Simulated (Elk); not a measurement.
Band structure of Ca3In (Fm-3m, 4 atoms in the cell).

```yaml
crystal:
  lattice:
    - [0.00000, 4.03612, 4.03612]
    - [4.03612, 0.00000, 4.03612]
    - [4.03612, 4.03612, 0.00000]
  atoms:
    - { symbol: Ca, position: [0.25000, 0.25000, 0.25000] }
    - { symbol: Ca, position: [0.75000, 0.75000, 0.75000] }
    - { symbol: Ca, position: [0.50000, 0.50000, 0.50000] }
    - { symbol: In, position: [0.00000, 0.00000, 0.00000] }
```

Method of the run: LDA (PW92), all-electron FP-LAPW, Elk's shipped species files, default APW+lo basis (Elk 10.2.4).

Settings: swidth = 0.00367493 Ha; ngridk = 5 5 5; maxscl = 100.

The starting cell comes from a database of computed structures (which also holds hypothetical and non-ambient phases and stackings), without a prior relaxation at this level. Values depend on the basis (sphere radii, cutoffs, local orbitals), which need not be converged.

Levels in eV from the Fermi level, bands 21 to 28:
```json
[
 {"point": "Γ", "21": "-6.11", "22": "-0.52", "23": "-0.52", "24": "-0.52", "25": "0.25", "26": "0.32", "27": "0.32", "28": "0.98"},
 {"point": "X", "21": "-4.98", "22": "-2.59", "23": "-1.09", "24": "-0.62", "25": "-0.62", "26": "-0.51", "27": "1.56", "28": "1.56"},
 {"point": "W", "21": "-4.94", "22": "-2.02", "23": "-2.02", "24": "-1.66", "25": "0.15", "26": "0.91", "27": "0.91", "28": "1.45"},
 {"point": "K", "21": "-4.97", "22": "-2.30", "23": "-2.06", "24": "-0.66", "25": "-0.57", "26": "0.77", "27": "1.16", "28": "1.58"},
 {"point": "L", "21": "-5.19", "22": "-3.01", "23": "-0.72", "24": "-0.72", "25": "0.75", "26": "0.78", "27": "0.94", "28": "0.94"},
 {"point": "U", "21": "-4.97", "22": "-2.30", "23": "-2.06", "24": "-0.66", "25": "-0.57", "26": "0.77", "27": "1.16", "28": "1.58"}
]
```

Bands cross the Fermi level along this path, so the cell is metallic at this level.
